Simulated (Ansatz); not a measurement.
## ErSi (Cmcm, No. 63)

Level of theory: r²SCAN-D4 in Ansatz (plane waves, PAW).

Settings: plane-wave cutoff 500 eV, 10×10×10 k mesh, Fermi–Dirac smearing 0.05 eV, spin-polarised start, scalar-relativistic PAW data made under PBE.

Cell (relaxed at this level):

```xyz
4
Lattice="2.1045 -5.1912 0.0000 2.1045 5.1912 0.0000 0.0000 0.0000 3.7865" Properties=species:S:1:pos:R:3 pbc="T T T"
Er     2.1045     3.7245     0.9466
Er     2.1045    -3.7245     2.8399
Si     2.1045     0.7933     0.9466
Si     2.1045    -0.7933     2.8399
```

```yaml
volume_per_atom: 20.68 Å³/atom
```

Note: the magnetic order was assumed, not searched for or taken from measurement; the 4f shell is treated without U or exact exchange, so its levels and filling can be wrong.

Spin–orbit coupling is not included.

Computed values are for the static lattice.

Ansatz is an electronic-structure program.
